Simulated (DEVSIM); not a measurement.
Device: Schottky contact on n-type ZnO, at 300 K.

Layer 1 from the left is ZnO, thickness (μm) 7.30, Nd (cm⁻³) 1.5e17, τn (s) 9e-8, τp (s) 9e-8.

Left contact: Schottky, work function 5.92 eV, emission velocity 1.8e6 cm/s. Right contact: ohmic. Voltage is applied to the left contact. Recombination: SRH at mid-gap, radiative. Mobility is μmin + (μ − μmin)/(1 + (N/Nref)^α).

The device is made up for the run: typed textbook-type constants, with dimensions and the other settings drawn at random. Values at 300 K.

ZnO: gap (eV) 3.37, affinity (eV) 4.5, permittivity 8.7, Nc (cm⁻³) 3.7e18, Nv (cm⁻³) 1.8e19, μn (cm²/Vs) 200, μp (cm²/Vs) 20, μn,min 20, μp,min 2, Nref,n 1e18, Nref,p 1e18, αn 0.6, αp 0.6, B (cm³/s) 1e-10.

Simulated with DEVSIM: 1D drift-diffusion, Boltzmann statistics, complete ionisation; no tunnelling, impact ionisation, image-force lowering or self-heating. Metal contacts follow the ideal Schottky-Mott rule: no Fermi-level pinning, no interface dipoles.

Dark forward current:

```tsv
|V| (V)	|J| (A/cm²)
0.30	1.561e-13
0.35	1.078e-12
0.40	7.450e-12
0.45	5.146e-11
0.50	3.555e-10
0.55	2.455e-9
0.60	1.695e-8
0.65	1.170e-7
0.70	8.077e-7
0.75	5.573e-6
0.80	3.844e-5
0.85	0.0002650
0.90	0.001825
0.95	0.01256
1.00	0.08632
1.05	0.5900
1.10	3.936
1.15	23.20
1.20	93.18
1.25	228.9
1.30	407.8
1.35	610.2
1.40	826.2
1.45	1051
1.50	1281
1.55	1515
```

Work out the local ideality factor n = ΔV / (kT/q · ln(J2/J1)) between the rows 0.30 and 0.35 V, 0.35 and 0.40 V, 1.50 and 1.55 V.

kT/q = 25.85 mV. From 0.30 to 0.35 V: ln(1.078e-12/1.561e-13) = 1.932, n = 1.00, near the 1 of diffusion or emission over a barrier. From 0.35 to 0.40 V: ln(7.450e-12/1.078e-12) = 1.933, n = 1.00, near the 1 of diffusion or emission over a barrier. From 1.50 to 1.55 V: ln(1515/1281) = 0.168, n = 11.53; the layers' resistance at their doping, Σ W/(qμN) = 0.00019 Ω cm², would take 45 mV of this step of 50 mV.

Estimate the current at 0.70 V for emission alone, J0 = q v N_band exp(−φB/kT), and read the barrier back from the simulated current.

φB = 1.420 eV, N_band = 3.70e18 cm⁻³, J0 = 1.48e-18 A/cm²; J = J0 (exp(qV/kT) − 1) = 8.55e-7 A/cm². The simulation gives 8.08e-7 A/cm²; the estimate lies 5.8 % above. Read backwards, the simulated current gives an apparent barrier of 1.421 eV. The estimate leaves out transport through the depletion region and minority injection.
